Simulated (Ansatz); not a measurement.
The starting structures come from a database of crystals and need not be the phases stable at ambient conditions.

By PBEsol, the system below comes out a metal.

The ballistic (Sharvin) conductance counts the channels at the Fermi level: G/A = (e²/h) × channels of both spins per area.

```
CELL_PARAMETERS angstrom
      3.39047     0.00000     0.00000
      0.00000     4.79485     0.00000
      0.00000     2.39742     2.39742
ATOMIC_POSITIONS crystal
  Sc 0.50000 0.50000 0.00000
  Au 0.00000 0.00000 0.00000
```

The cell is taken as given; by PBEsol it stands under a pressure of -3.3 GPa.

The current flows along the normal of the first two printed cell vectors, the (110) plane of the conventional cell. No spin-orbit coupling; the value is a mean over 0.1 eV about the Fermi level.

### Question
State the ballistic conductance per area according to PBEsol run with Ansatz (a first-principles code).

### Answer
0.81 × 10¹⁵ S/m² for both spins.
